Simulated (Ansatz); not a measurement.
PBE against PBEsol: W, I on a W site

Consider an 8-atom supercell of W in the bcc (W type) structure (space group Im-3m, No. 229; a = 3.184 Å) at its relaxed geometry.

(Cell as relaxed with PBE.)

Levels (all Ansatz, an electronic-structure program, PAW, earlier PAW set): PBE (420 eV, no SOC); PBEsol (420 eV, scalar-relativistic without spin-orbit coupling).

Each level relaxes its own structure.

One thing is altered: a neutral I on a W site, atoms relaxed at fixed cell, starting from a slightly rattled geometry.

```csv
quantity,PBE,PBEsol
pressure,11.3 GPa,___
largest displacement of a host atom from its site in the perfect cell,0.07 Å,___
```

### Question
Predict the PBEsol column.

### Answer

- pressure, PBEsol: 11.2 GPa
- largest displacement of a host atom from its site in the perfect cell, PBEsol: 0.06 Å

The two differ in detail. Neither level is exact; PBEsol is the comparison here, not a measurement.

In so small a cell the defect repeats every few ångströms: this is an ordered compound, not a dilute defect. The final runs are not spin-polarised.
